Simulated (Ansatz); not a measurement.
Checking a run of Ansatz (a first-principles code) on Ti3O5 (C2/c, 16 atoms in the cell). The aim is a self-consistent single point with DFT, LDA (PW92), plane waves, default PAW files made with PBE.

Cell that was meant: a = 5.6581 Å, b = 5.6581 Å, c = 7.1817 Å, α = 109.59°, β = 109.59°, γ = 53.28°.

Part of the input:

Ansatz 0.2 input:
```yaml
    - { symbol: O, position: [0.23750000, 0.92450000, 0.44330000] }
    - { symbol: O, position: [0.31230000, 0.68770000, 0.75000000] }
    - { symbol: O, position: [0.68770000, 0.31230000, 0.25000000] }
basis:
  ecutwfc: 40
kpoints:
  mp_grid: { grid: [4, 4, 3] }
hamiltonian:
```

The program printed (abridged):

```
   [... lines left out ...]
PAW frozen core: O, regenerated for the run's functional, and the local potential with it
Initial density: superposition of atomic densities (neutral atoms: chi_scale 0, normalization atom), corrected by the library's trained network
Initial wavefunctions: pseudopotential atomic-orbital guess
Eigensolver: davidson
Functional: x = slater, c = lda
SCF iter   1: F=—  HF=-18403.695318 eV  |F-HF|=—  |Δ(HF+E_count)|=         —  Δρ=1.16e0  dr2=2.01e3  ethr=1.77e-3  ⟨swp⟩=1.0  Hψ=1683  notcnv=0
all-band conjugate gradients solve this SCF's bands
preconditioner: auto → LDOS
SCF iter   2: F=—  HF=-16832.294707 eV  |F-HF|=—  |Δ(HF+E_count)|=    1.57e3  Δρ=1.48e-1  dr2=4.75e1  ethr=1.77e-3  ⟨swp⟩=3.2  Hψ=3407  notcnv=0  defer=39
   [... lines left out ...]
SCF iter   6: F=—  HF=-16801.717202 eV  |F-HF|=—  |Δ(HF+E_count)|=   2.79e-4  Δρ=5.39e-5  dr2=7.00e-6  ethr=4.94e-7  ⟨swp⟩=2.2  Hψ=1870  notcnv=0  defer=54
SCF iter   7: F=—  HF=-16801.717195 eV  |F-HF|=—  |Δ(HF+E_count)|=   6.47e-6  Δρ=6.90e-6  dr2=2.01e-7  ethr=5.30e-9  ⟨swp⟩=2.6  Hψ=2216  notcnv=0  defer=57
SCF iter   8: F=-16801.717195 eV  HF=-16801.717195 eV  |F-HF|=3.23e-9  |Δ(HF+E_count)|=   9.33e-8  Δρ=9.28e-7  dr2=3.77e-9  ethr=7.58e-11  ⟨swp⟩=8.1  Hψ=4736  notcnv=0
SCF 1 converged in 8 iterations: F = -16801.717195 eV  dr2 = 3.77e-9
Free energy (F): -16801.717195 eV
Internal energy: -16801.603757 eV  (E = F + TS)
E sigma→0 (E₀):  -16801.660476 eV
Entropy (-TS):   -0.113439 eV (-7.090 meV/atom)
Fermi energy:    28.577999 eV
--- Forces (eV/Å), atoms counted from 1 ---
  atom   1  Ti    11.02265741    -2.59681760    -1.33693967
  atom   2  Ti   -11.02265741    -2.59681760     1.33693967
  atom   3  Ti   -11.02265741     2.59681760     1.33693967
  atom   4  Ti    11.02265741     2.59681760    -1.33693967
  atom   5  Ti     0.00000000    -0.00000000     0.00000000
  atom   6  Ti     0.00000000     0.00000000     0.00000000
  atom   7  O     -2.36360678     2.16895763   -13.79877859
   [... lines left out ...]
--- Stress (GPa, compression-positive) ---
    -1901.459390      -0.000000      50.708703
       -0.000000   -1897.942278      -0.000000
       50.708703      -0.000000   -1988.022108
  P = ⅓ Tr σ = -1929.1413 GPa (-19291.413 kbar)
  The stress holds no Pulay correction (an occupied level lies too near the plane-wave cutoff): it is that at fixed plane waves, as pw.x and ABINIT print it
```

Problem. Is this run sound? If not, what is wrong?

Solution. The run is not sound. The fault is this: a cutoff meant in Ry typed as a bare number, read as eV. A bare number is read in the key's own unit, and eV, Ry (13.6 eV) and Ha (27.2 eV) lie far apart, so the setting ends up far from the one that was meant. To fix it, convert the value to the unit that the key expects. The run converged in 8 iterations without an error; against the sound input the free energy goes up by 217 eV/atom, the pressure goes from -10.51 to -1929 GPa and the largest force goes from 0.148 to 19.20 eV/Å.

An input that runs soundly differs in these lines (not the only fix; some lines may just follow from the change or write a value another way):
```diff
-basis:
-  ecutwfc: 40
```

With that input, the run converged in 8 iterations: free energy E − TS (on the zero of these files) -20278.5101 eV; Fermi level (on the code's own zero) 11.94 eV; pressure -10.51 GPa; largest force (vector length) 0.148 eV/Å (DFT, LDA (PW92), plane waves, default PAW files made with PBE).

On the sound input: the starting cell comes from a database of published, mostly measured structures (it also holds non-ambient and calculated ones), without a prior relaxation at this level. Spin polarisation is off, so a magnetic state, if there is one, cannot be reached. With a pressure of about -11 GPa the cell is away from its equilibrium volume at this level. Ansatz's pressure includes its estimate of the finite-basis (Pulay) stress. Without the estimate this run gives -11.46 GPa.
